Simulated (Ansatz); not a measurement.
Input and output of a self-consistent single point for O9H6P2Ca (P1, 36 atoms in the cell) (Ansatz, a quantum-chemistry and plane-wave program).

Level of theory: PBEsol, default PAW files made with PBE (plane waves; Ansatz).

The change in words: lattice scaled by 1.015; basis.ecutwfc: 420 eV → 250 eV. Reference geometry:
```
CELL_PARAMETERS angstrom
      5.62610     0.00000     0.00000
     -2.56728     5.70468     0.00000
     -1.37803    -1.28606    11.73863
ATOMIC_POSITIONS crystal
  O  0.77348 0.34204 0.02911
  O  0.23102 0.65417 0.96621
  O  0.15923 0.37924 0.41501
  O  0.81683 0.62126 0.58016
  H  0.85540 0.88638 0.31373
  H  0.13256 0.11692 0.68853
  O  0.59652 0.51299 0.17275
  O  0.41735 0.49058 0.82746
  O  0.52673 0.07896 0.17671
  O  0.47758 0.90404 0.82054
  H  0.44928 0.54655 0.19304
  H  0.54836 0.45119 0.80813
  O  0.93355 0.00077 0.25372
  O  0.06657 0.00145 0.74572
  P  0.54291 0.28097 0.09741
  P  0.47683 0.71887 0.89741
  O  0.12209 0.76279 0.42291
  O  0.89029 0.24873 0.58381
  H  0.64041 0.71682 0.48679
  H  0.35050 0.27902 0.52018
  P  0.28230 0.62100 0.37230
  P  0.73694 0.39896 0.62553
  H  0.02605 0.69933 0.48765
  H  0.96683 0.28938 0.51767
  O  0.24985 0.17903 0.02800
  O  0.73694 0.81859 0.96401
  H  0.05204 0.13837 0.29429
  H  0.93783 0.85345 0.69824
  H  0.69390 0.07392 0.20527
  H  0.30493 0.92558 0.80320
  O  0.56394 0.76215 0.40681
  O  0.43173 0.24177 0.58639
  Ca 0.04829 0.77675 0.10691
  Ca 0.96980 0.22653 0.89719
  O  0.21581 0.59925 0.24909
  O  0.77531 0.40218 0.75813
```

Reference input (self-consistent single point, DFT, PBEsol, plane waves, default PAW files made with PBE): basis.ecutwfc = 420 eV; kpoints.mp_grid.grid = 5 4 2; hamiltonian.xc = pbesol; hamiltonian.pseudopotentials = {kind: paw} (the program's default PAW files); scf.occupations.method = fermi_dirac; scf.occupations.width = 0.1 eV. This run's input differs from it in these lines:

Ansatz 0.2 input:
```diff
@@ -3,5 +3,5 @@
   lattice:
-    - [5.626100, 0.000000, 0.000000]
-    - [-2.567279, 5.704677, 0.000000]
-    - [-1.378030, -1.286057, 11.738629]
+    - [5.710492, 0.000000, 0.000000]
+    - [-2.605788, 5.790247, 0.000000]
+    - [-1.398700, -1.305348, 11.914708]
   atoms:
@@ -44,3 +44,3 @@
 basis:
-  ecutwfc: 420.0 eV
+  ecutwfc: 250.0 eV
 kpoints:
```

Output, abridged:

```
SCF iter   1: F=—  HF=-16814.736364 eV  |F-HF|=—  |Δ(HF+E_count)|=         —  Δρ=5.79e-2  dr2=5.00e0  ethr=1.77e-3  ⟨swp⟩=11.5  Hψ=16045  notcnv=0  defer=236
all-band conjugate gradients solve this SCF's bands
preconditioner: auto → Resta (q_TF=auto, 2.348 Å⁻¹)
SCF iter   2: F=—  HF=-16813.241697 eV  |F-HF|=—  |Δ(HF+E_count)|=    1.49e0  Δρ=1.76e-2  dr2=3.57e-1  ethr=1.77e-3  ⟨swp⟩=3.0  Hψ=4796  notcnv=0  defer=646
   [... lines left out ...]
SCF iter   7: F=—  HF=-16813.282341 eV  |F-HF|=—  |Δ(HF+E_count)|=   3.41e-4  Δρ=5.37e-5  dr2=1.23e-5  ethr=3.14e-8  ⟨swp⟩=2.3  Hψ=3619  notcnv=0  defer=642
SCF iter   8: F=—  HF=-16813.282344 eV  |F-HF|=—  |Δ(HF+E_count)|=   3.09e-6  Δρ=1.93e-5  dr2=1.96e-6  ethr=7.70e-9  ⟨swp⟩=2.3  Hψ=3624  notcnv=0  defer=642
SCF iter   9: F=—  HF=-16813.282345 eV  |F-HF|=—  |Δ(HF+E_count)|=   1.13e-6  Δρ=8.97e-6  dr2=2.97e-7  ethr=1.22e-9  ⟨swp⟩=2.7  Hψ=3431  notcnv=0  defer=642
SCF iter  10: F=-16813.282345 eV  HF=-16813.282345 eV  |F-HF|=1.78e-8  |Δ(HF+E_count)|=   5.21e-8  Δρ=2.73e-6  dr2=3.02e-8  ethr=6.25e-11  ⟨swp⟩=17.3  Hψ=17047  notcnv=0
SCF 1 converged in 10 iterations: F = -16813.282345 eV  dr2 = 3.02e-8
Free energy (F): -16813.282345 eV
Internal energy: -16813.282345 eV  (E = F + TS)
E sigma→0 (E₀):  -16813.282345 eV
Fermi energy:    4.229099 eV
--- Forces (eV/Å), atoms counted from 1 ---
  atom   1  O     -1.52133770    -0.17196145     1.24749800
  atom   2  O      2.09789850     0.41339898    -1.30519109
  atom   3  O      1.22446167    -0.44306542     0.80509846
  atom   4  O     -0.55582108     4.61100569    -1.96063419
  atom   5  H      0.67011281     1.84302935    -1.48174368
   [... 27 lines left out ...]
  atom  33  Ca     0.14068407    -0.01227396    -0.68537598
  atom  34  Ca    -0.31558494     0.29660441    -0.11236442
  atom  35  O      0.55367148     0.75415588    -3.32611609
  atom  36  O      0.14742280     0.27466445    -1.99630952
--- Stress (GPa, compression-positive) ---
       -1.714853       0.348524       1.501900
        0.348532       3.304885       1.450547
        1.501898       1.450545      -0.460465
  P = ⅓ Tr σ = 0.3765 GPa (3.765 kbar)
  The stress holds the Pulay correction. Without it, at fixed plane waves, as pw.x and ABINIT print it: P = -64.9668 GPa
```

The run converged in 10 iterations. Against the reference run the free energy rises by 990 meV/atom, the pressure goes from 4.21 to 0.38 GPa, the largest force goes from 8.317 to 7.427 eV/Å and the gap on the mesh goes from 4.853 to 4.514 eV.

The starting cell comes from a database of published, mostly measured structures (it also holds non-ambient and calculated ones), without a prior relaxation at this level. Its atoms were displaced at random from the sites of space group no. 2. For this run, on top of that: lattice scaled by 1.015. Forces in this geometry exceed 1 eV/Å. Ansatz's pressure includes its estimate of the finite-basis (Pulay) stress. Without the estimate this run gives -64.97 GPa. The cutoff lies below the one recommended for these files.

Cost on one core of a shared machine: roughly 50 s.
